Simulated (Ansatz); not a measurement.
Results of r²SCAN in Ansatz (PAW) for InGaP2 (R3m, No. 160, 4 atoms in the cell; start mp-1223642).

Numerical settings: plane-wave cutoff 560 eV, 10×10×10 k mesh, Fermi–Dirac smearing 0.01 eV, scalar-relativistic PAW data made under PBE.

Cell (relaxed at this level):

GaInP₂ is taken in the trigonal space group R3m, hexagonal axes (No. 160), Pearson symbol hR4. Cell: a = 4.014 Å, b = 4.014 Å, c = 19.764 Å, α = 90.00°, β = 90.00°, γ = 120.00°. In on 3a is coordinated by 4 P at 2.504–2.554 Å (tetrahedral). Ga on 3a sees 4 P at 2.353–2.430 Å (tetrahedral). P1 on 3a sees 1 Ga at 2.353 Å and 3 In at 2.504 Å (tetrahedral). P2 on 3a has 3 Ga at 2.430 Å and 1 In at 2.554 Å (tetrahedral). (Neighbours: up to the widest gap in distance over summed covalent radii, below 1.35, at either atom; cation-cation and far metal-metal contacts left out.)
(The calculation used a cell of 4 atoms; values per cell refer to that cell.)

Estimate the band gap and bulk modulus that the calculation returns.


band gap: 1.09 eV (on the SCF k mesh)
bulk modulus: 75.4 GPa

Note: the relaxation could not lower the start's symmetry, so the cell can be a saddle point above a distorted one; the bulk modulus is −V dP/dV from two relaxed cells at ±2 % in volume.

Spin–orbit coupling is not included.

The computed numbers hold no vibrational or temperature effects.

It cost around 6 core-minutes (rough) of CPU time.

A start named mp-… is a Materials Project structure, which need not be a measured phase.

Ansatz is an electronic-structure program.
